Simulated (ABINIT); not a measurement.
A user runs ABINIT on Ti2Ga (P1, 6 atoms in the cell) and asks whether the run is sound. The aim is a self-consistent single point with DFT, PBEsol, plane waves, PAW (JTH v2.0 PBE PAW, files made for PBE).

Cell that was meant: a = 4.5100 Å, b = 4.5100 Å, c = 5.5000 Å, α = 90.00°, β = 90.00°, γ = 120.00°.

Part of the input:

```
tsmear 0.00499791
nband 47
kptopt 1
ngkpt 1 1 1
nshiftk 1
shiftk 0 0 0
nstep 80
toldfe 1.0e-09
prtwf 0
```

The program printed (abridged):

```
 Symmetries : space group P1 (#  1); Bravais aP (primitive triclinic)

 -outvars: echo values of preprocessed input variables --------
   [... lines left out ...]

 Coarse grid specifications (used for wave-functions):

 getcut: wavevector=  0.0000  0.0000  0.0000  ngfft=  45  45  54
         ecut(hartree)=     30.000   => boxcut(ratio)=   2.09388

 Fine grid specifications (used for densities):

 getcut: wavevector=  0.0000  0.0000  0.0000  ngfft=  60  60  75
         ecut(hartree)=     60.000   => boxcut(ratio)=   2.01899

   1.10421478E+04                                ecore*ucvol(ha*bohr**3)

_setup2: Arith. and geom. avg. npw (full set) are    5161.000    5161.000
--- !BeginCycle
solver: {iscf: 17, nstep: 80, nline: 4, wfoptalg: 10, }
tolerances: {toldfe: 1.00E-09, }
...

     iter   Etot(hartree)      deltaE(h)  residm     nres2
 ETOT  1  -380.63539662192    -3.806E+02 6.453E+00 1.057E+02
 ETOT  2  -393.35235977633    -1.272E+01 1.546E-01 2.556E+02
 ETOT  3  -392.82163699836     5.307E-01 9.270E-02 7.599E+01
 ETOT  4  -392.76450655210     5.713E-02 3.300E-02 6.071E+01
 ETOT  5  -392.67952086389     8.499E-02 7.304E-02 9.382E+00
   [... 11 lines left out ...]
 ETOT 17  -392.66527334412     1.936E-09 2.305E-04 5.841E-07
 ETOT 18  -392.66527334522    -1.100E-09 1.634E-04 1.077E-07
 ETOT 19  -392.66527334528    -6.349E-11 1.948E-04 1.218E-07
 ETOT 20  -392.66527334516     1.194E-10 1.462E-04 1.450E-08
 At SCF step   20, etot is converged :
  for the second time, diff in etot=  1.194E-10 < toldfe=  1.000E-09

 Cartesian components of stress tensor (hartree/bohr^3)
  sigma(1 1)=  9.51668393E-04  sigma(3 2)=  9.05586489E-08
  sigma(2 2)=  9.03417362E-04  sigma(3 1)=  9.17798922E-09
  sigma(3 3)=  3.22676368E-04  sigma(2 1)=  2.09030729E-05

 ----iterations are completed or convergence reached----

 reduced coordinates (array xred) for    6 atoms
       0.337887999970      0.667698999959      0.753295000000
       0.658718999984      0.326262999977      0.248497000000
       0.000795000000      0.004076000000      0.997876000000
       0.998992000006      0.003578000013      0.502263000000
       0.335091999970      0.668446999959      0.251950000000
   [... lines left out ...]
 Fermi (or HOMO) energy (hartree) =   0.26674   Average Vxc (hartree)=  -0.40916
 Fermi (or HOMO) energy (eV) =   7.25838   Average Vxc (eV)= -11.13386
   [... lines left out ...]
total_energy        : -3.92665268946815E+02
total_energy_eV     : -1.06849653618019E+04
...

-Cartesian components of stress tensor (GPa)         [Pressure= -2.1357E+01 GPa]
- sigma(1 1)=  2.79990461E+01  sigma(3 2)=  2.66432699E-03
- sigma(2 2)=  2.65794520E+01  sigma(3 1)=  2.70025720E-04
- sigma(3 3)=  9.49346491E+00  sigma(2 1)=  6.14989533E-01

 Calculation completed.
```

Q: Can these results be used? Check the input.

A: The run is not sound. The fault is a single k-point for a small metallic cell. One k-point cannot sample the Fermi surface of a small cell. To fix it, use a converged k-point mesh. The run converged in 20 iterations without an error; against the sound input the free energy drops by 351 meV/atom, the pressure goes from -3.88 to -21.36 GPa and the largest force goes from 0.375 to 0.557 eV/Å.

An input that runs soundly differs in these lines (not the only fix; some lines may just follow from the change or write a value another way):
```diff
-ngkpt 1 1 1
+ngkpt 4 4 3
-shiftk 0 0 0
+shiftk 0.5 0.5 0.5
```

With that input, the run converged in 19 iterations: free energy E − TS -10682.86 eV; Fermi level (on the code's own zero) 7.52 eV; pressure -3.88 GPa; largest force (vector length) 0.375 eV/Å (DFT, PBEsol, plane waves, PAW (JTH v2.0 PBE PAW, files made for PBE)).

On the sound input: the starting cell comes from a database of published, mostly measured structures (it also holds non-ambient and calculated ones), without a prior relaxation at this level. Its atoms were displaced at random from the sites of space group no. 194. Spin polarisation is off. The potentials were made for another functional than the one used. With a pressure of about -4 GPa the cell is away from its equilibrium volume at this level. Without a gap this mesh is coarse (it stands for a supercell whose shortest vector is 16 Å).

These are the values that this program gave, and no reference: the one-centre exchange-correlation terms come from a truncated expansion.
